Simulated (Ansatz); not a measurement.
Thermal properties of TiC (rock salt, Fm-3m) at 300 K from quasi-harmonic lattice dynamics in Ansatz (plane waves, PAW), for several functionals and conditions. The first row is the reference, at zero pressure. 

| run | q mesh / k mesh | V (Å³/atom) | α_L (10⁻⁶/K) | bulk modulus B_T (GPa) | γ | C_P (J/mol/K) |
|---|---|---|---|---|---|---|
| PBEsol | 4×4×4 / 16×16×16 | 9.99 | 5.8 | 257 | 1.58 | 34.6 |
| PBEsol, coarser phonon mesh (3×3×3) | 3×3×3 / 15×15×15 | 9.99 | 5.9 | 257 | 1.59 | 34.7 |
| PBE | 4×4×4 / 16×16×16 | 10.28 | ? | ? | 1.65 | 35.4 |

Task: Fill in the missing entries.

Result: 
- PBE, α_L (10⁻⁶/K): 6.5
- PBE, bulk modulus B_T (GPa): 240

No phase change or melting is allowed for: the numbers belong to this structure as given.

The PAW data sets were generated under PBE and serve the other functionals too.

Ansatz is a program for electronic structure.
